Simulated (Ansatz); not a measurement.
Take Cs2AgBiBr6 (space group Fm-3m, No. 225; a = 11.1874 Å) as the base. Axes: x, y, z lie along the cube axes.

Calculations: DFT with PBEsol, PAW potentials and a 420 eV plane-wave cutoff in Ansatz (a program for electronic structure), spin-orbit coupling left out.

Base values:

| Property | Result |
|---|---|
| Shortest interatomic distance | 2.753 Å |

Perturbation: a pure shear with ε_xy = ε_yx = 0.0080; the atoms relax in the strained cell.

### Question
Predict the new shortest interatomic distance.

### Answer
The shortest interatomic distance remains 2.753 Å.

### Question
How does this affect the energy relative to the base?

### Answer
The energy stays essentially unchanged.

### Question
What does the calculation give for the stress after the change?

### Answer
The stress (xx, yy, zz, yz, xz, xy; compression positive) comes out as (0.00, 0.00, -0.01, 0.00, 0.00, -0.12) GPa.

Whether these cells are dynamically stable was not tested.
